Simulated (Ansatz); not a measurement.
# GaP under load (space group I-4m2): band-edge transport data

Input:

```xyz
2
Lattice="0.0000 2.7381 2.6615 2.7381 0.0000 2.6615 2.7381 2.7381 0.0000" Properties=species:S:1:pos:R:3 pbc="T T T"
Ga     0.0000     0.0000     0.0000
P      1.3690     1.3690     1.3308
```

Method: PBEsol with spin-orbit coupling, rigid bands (plane waves, PAW; Ansatz, a quantum-chemistry and plane-wave program). Condition of this run: uniaxial stress zz = 2 GPa (compression positive) (the target of the relaxation). Geometry: cell and atoms relaxed with PBEsol, then loaded as said.

```json
{
 "band_gap": "1.17 eV",
 "electron conductivity mass (300 K, dilute)": "0.25 (x), 0.25 (y), 1.15 (z) mₑ",
 "hole conductivity mass (300 K, dilute)": "0.43 (x), 0.43 (y), 0.28 (z) mₑ",
 "effective density of states N_c (300 K)": "1.2e19 cm⁻³",
 "effective density of states N_v (300 K)": "5.7e18 cm⁻³",
 "density_of_states_mass_electrons": "0.61 mₑ",
 "density_of_states_mass_holes": "0.37 mₑ",
 "Seebeck coefficient, n-type 1e19 cm⁻³, 300 K": "-231 μV/K",
 "Seebeck coefficient, p-type 1e19 cm⁻³, 300 K": "234 μV/K",
 "best p-type power factor at 300 K for τ = 10 fs (best axis; densities from 1e16 to 1e21 cm⁻³ tried, whether or not they can be reached)": "12.2 μW/(cm·K²) at 3e20 cm⁻³"
}
```

Rigid bands; masses and Seebeck coefficients take one relaxation time τ for all states and one kind of carrier; polarons and phonon drag are left out.
